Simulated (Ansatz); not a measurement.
L1₂ (Cu3Au-type) Al₃Sc, treated with RPBE (Ansatz, a program for electronic structure, plane waves, PAW).

Run with plane-wave cutoff 520 eV, 14×14×14 k mesh, Fermi–Dirac smearing 0.05 eV, scalar-relativistic PAW data made under PBE.

The volume scan:

```
V (Å³/atom)  E − E_lowest (meV/atom)
-----------  -----------------------
16.651                         18.29
17.006                          7.85
17.360                          1.90
17.714                          0.00
18.068                          1.75
18.423                          6.80
18.777                         14.81
```

Question: Fit the third-order Birch–Murnaghan equation and give B0 and B′.

Answer: V0 = 17.715 Å³/atom, B0 = 82.4 GPa, B′ = 4.2 (fit to the energies at full precision).

Measured, for comparison: bulk modulus 91.5 ± 1 GPa (298 K, no zero-point or thermal correction, polycrystal; as tabulated in A Combined Experimental and First-Principles Based Assessment of …); equilibrium volume per atom 17.27 Å³/atom (room temperature, no zero-point or thermal correction; as tabulated in A Combined Experimental and First-Principles Based Assessment of …). Computed (rounded) less measured: bulk modulus -10 %, equilibrium volume per atom +2.6 %.

Static lattice: no zero-point or thermal effects.
